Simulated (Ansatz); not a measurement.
Start from MoTe2 in the 2H-MoS2 type structure (space group P6_3/mmc, No. 194; a = 3.542 Å, c = 14.182 Å; layered, stacked along the Cartesian z axis). Axes: x lies along a and z along c of the hexagonal cell.

Computed with Ansatz (a quantum-chemistry and plane-wave program), r2SCAN+rVV10, PAW, cutoff 500 eV, scalar-relativistic without spin-orbit coupling.

Base values:

| Property | Value |
|---|---|
| Band gap | 0.87 eV |

The change: uniaxial strain ε_xx = +3.34 %, all other strain components held at zero; the atoms relax in the strained cell.

How does this affect the stress?

The stress (xx, yy, zz, yz, xz, xy; compression positive) is (-3.75, -1.12, -0.34, 0.00, 0.00, 0.00) GPa.

Estimate the effect on the band gap.

The band gap decreases by 0.12 eV (0.87 eV → 0.75 eV).

Spin-orbit coupling, missing from the scalar runs, can matter with Te. No phonon test of stability was made.
